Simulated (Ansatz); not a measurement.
ZnSe under load (space group I-4m2), PBE with spin-orbit coupling, rigid bands (Ansatz, an electronic-structure program). Condition of this run: biaxial stress in (001) of -1.6 GPa (compression positive) (the target of the relaxation). Band gap 1.10 eV, N_c = 8.13e17 cm⁻³ and N_v = 7.85e18 cm⁻³ at 300 K, conductivity masses along y (a = (0.00, 2.88, 2.74) Å; b = (2.88, 0.00, 2.74) Å; c = (2.88, 2.88, 0.00) Å) of 0.106 mₑ (electrons) and 0.660 mₑ (holes). Take k_BT = 0.02585 eV.

Question: What thermal injection velocity √(2k_BT/πm) limits a ballistic channel along the direction named?

Answer: 1.65e7 cm/s for electrons and 6.62e6 cm/s for holes, a ratio of √(m_h/m_e) = 2.50, for dilute carriers.

Question: What built-in voltage has an abrupt junction with N_A = 1e17 and N_D = 1e17 cm⁻³, all dopants ionised?

Answer: V_bi = E_g/e − (k_BT/e) ln(N_c N_v/(N_A N_D)) = 1.10 − 0.02585 × 6.46 = 0.93 V, for the computed gap.

Question: Find the intrinsic carrier density and the intrinsic Fermi level.

Answer: n_i = √(N_c N_v) exp(−E_g/2k_BT) = 2.53e18 × exp(−21.27) = 1.5e9 cm⁻³. The level lies (k_BT/2) ln(N_v/N_c) = 29 meV from mid-gap (positive towards the conduction band). Each 0.1 eV added to the gap lowers n_i by a factor of 6.9.

Rigid bands with the computed gap; masses take one relaxation time for all states. Geometry: cell and atoms relaxed with PBEsol.
